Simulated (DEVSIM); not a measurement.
Structure: abrupt GaSb n-p junction, at 300 K.

```csv
layer (left to right),material,thickness (μm),Nd (cm⁻³),Na (cm⁻³),τn (s),τp (s)
1,GaSb,0.690,7.4e16,-,5.6e-8,5.6e-8
2,GaSb,140,-,5.4e17,5.6e-8,5.6e-8
```

Left contact: ohmic. Right contact: ohmic. Voltage is applied to the left contact. Recombination: SRH at mid-gap, Auger. Mobility is constant in doping.

The device is made up for the run: typed textbook-type constants, with dimensions and the other settings drawn at random. Values at 300 K.

| parameter | GaSb |
|---|---|
| gap (eV) | 0.726 |
| affinity (eV) | 4.06 |
| permittivity | 15.7 |
| Nc (cm⁻³) | 2.1e17 |
| Nv (cm⁻³) | 1.8e19 |
| μn (cm²/Vs) | 5000 |
| μp (cm²/Vs) | 850 |
| Cn (cm⁶/s) | 5e-30 |
| Cp (cm⁶/s) | 5e-30 |

Simulated with DEVSIM: 1D drift-diffusion, Boltzmann statistics, complete ionisation; no tunnelling, impact ionisation, image-force lowering or self-heating.

The doping Nd of layer 1 was swept, all else fixed.

```json
[
 {"doping Nd of layer 1 (cm^-3)": "2.2e15", "potential step across the device at zero bias (V)": "0.517", "largest field in the device at zero bias (V/cm)": "37000", "dark forward voltage at 100 A/cm² (V)": "0.393", "dark forward voltage at 1 A/cm² (V)": "0.233"},
 {"doping Nd of layer 1 (cm^-3)": "7.4e15", "potential step across the device at zero bias (V)": "0.549", "largest field in the device at zero bias (V/cm)": "42000", "dark forward voltage at 100 A/cm² (V)": "0.424", "dark forward voltage at 1 A/cm² (V)": "0.275"},
 {"doping Nd of layer 1 (cm^-3)": "2.2e16", "potential step across the device at zero bias (V)": "0.577", "largest field in the device at zero bias (V/cm)": "56000", "dark forward voltage at 100 A/cm² (V)": "0.449", "dark forward voltage at 1 A/cm² (V)": "0.308"},
 {"doping Nd of layer 1 (cm^-3)": "7.4e16", "potential step across the device at zero bias (V)": "0.608", "largest field in the device at zero bias (V/cm)": "92000", "dark forward voltage at 100 A/cm² (V)": "0.483", "dark forward voltage at 1 A/cm² (V)": "0.341"}
]
```

From the first row to the last the potential step across the device at zero bias goes from 0.517 to 0.608. From the first row to the last the largest field in the device at zero bias goes from 37000 to 92000.
